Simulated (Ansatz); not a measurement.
## A computed series for hypothetical diamond Zn: thickness series

The reference is Zn in the diamond structure (space group Fd-3m, No. 227; a = 5.655 Å; a hypothetical phase, not in the database extracts checked). Axes: x, y, z lie along the cube axes.

Free-standing slabs (2 atom(s) a layer) normal to [110] with 15 Å of vacuum; in-plane cell held at bulk.

Method: PBEsol in Ansatz (plane waves to 420 eV, PAW, without spin-orbit coupling).

Problem. Only one of these has a band gap. Which?
(A) 1 layer
(B) 2 layers
(C) 5 layers
(D) 3 layers
(E) 4 layers

Solution. A, 1 layer. Computed: 4 layers: zero; 5 layers: zero; 1 layer: 0.48 eV; 2 layers: zero; 3 layers: zero

Whether these cells are dynamically stable was not tested.

Ansatz is an electronic-structure program.
